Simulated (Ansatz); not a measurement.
Cubic perovskite EuTiO3 was calculated with BLYP (Ansatz, a program for electronic structure, plane waves, PAW).

Input:

Ansatz 0.2 input:
```yaml
crystal:
  lattice:
    - [3.9393052346, 0.0, 0.0]
    - [0.0, 3.9393052346, 0.0]
    - [0.0, 0.0, 3.9393052346]
  atoms:
    - { symbol: Eu, position: [0.0, 0.0, 0.0], spin: 7.0 }
    - { symbol: Ti, position: [0.5, 0.5, 0.5], spin: 0.0 }
    - { symbol: O, position: [0.5, 0.0, 0.5], spin: 0.0 }
    - { symbol: O, position: [0.0, 0.5, 0.5], spin: 0.0 }
    - { symbol: O, position: [0.5, 0.5, 0.0], spin: 0.0 }
basis:
  ecutwfc: 520
  ecutrho_ratio: 4
  xc_grid: 2
kpoints:
  mp_grid: { grid: [14, 14, 14] }
hamiltonian:
  xc: blyp
  dispersion: none
  pseudopotentials: { kind: paw }
scf:
  occupations: { method: fermi_dirac, width: 0.05 }
  convergence: { dr2_threshold: 0.0000000005 }
output:
  forces: true
  stress: true
  eigenvalues: true
magnetization:
  spin_polarized: true
```

The run printed, among other lines:

```
Crystal: 5 atoms, lattice volume = 61.131 Å³
Basis set: ecut = 520 eV, 1647 PW (Γ), exchange–correlation on 60×60×60 points (8 copies of the dense FFT grid, shifted against one another)
Bands: 33, of which v1, the nominal top of the filled ones, is band 24 counted from 1 (23 counted from 0)
Symmetry: 48 space group operations
Space group: Pm-3m (ITA 221), of the structure as read, at distance tolerance 3.9e-5 Å
k-points: 120 of 2744
Initial density: superposition of atomic densities (chi_scale 0.1, normalization cell, long waves kept (reshape's long-wave potential 0.01 eV rms))
Functional: x = b88, c = lyp
spin=Collinear: Kerker preconditioning applied to the charge; magnetization (m = ρ↑ − ρ↓) channel mixes plain (no charge-response kernel on spin).
SCF 1 converged in 16 iterations: F = -13010.208717 eV  dr2 = 1.02e-10
SCF converged after 16 iterations
Magnetization: 6.8338 μB (26.9169 up, 20.0831 down)
Free energy (F): -13010.208717 eV
Internal energy: -13010.176774 eV  (E = F + TS)
E sigma→0 (E₀):  -13010.192746 eV
Fermi energy:    14.091962 eV
--- Forces (eV/Å), atoms counted from 1 ---
  atom   1  Eu    -0.00000000     0.00000000     0.00000000
  atom   2  Ti     0.00000000     0.00000000    -0.00000000
  atom   3  O      0.00000000    -0.00000000    -0.00000000
  atom   4  O      0.00000000     0.00000000    -0.00000000
  atom   5  O      0.00000000     0.00000000     0.00000000
--- Stress (GPa, compression-positive) ---
        3.500383       0.000000       0.000000
        0.000000       3.500383       0.000000
        0.000000       0.000000       3.500383
  P = ⅓ Tr σ = 3.5004 GPa (35.004 kbar)
```

The cell is one volume of an energy–volume scan, off the minimum.

The PAW data were made under PBE.

The run is spin-polarised with parallel starting moments, which need not be the measured order.

Note: the magnetic order was assumed, not searched for or taken from measurement. Note: the 4f shell is treated without U or exact exchange, so its levels and filling can be wrong. Note: functionals without U or exact exchange can leave correlated insulators metallic, so the missing gap need not be real.
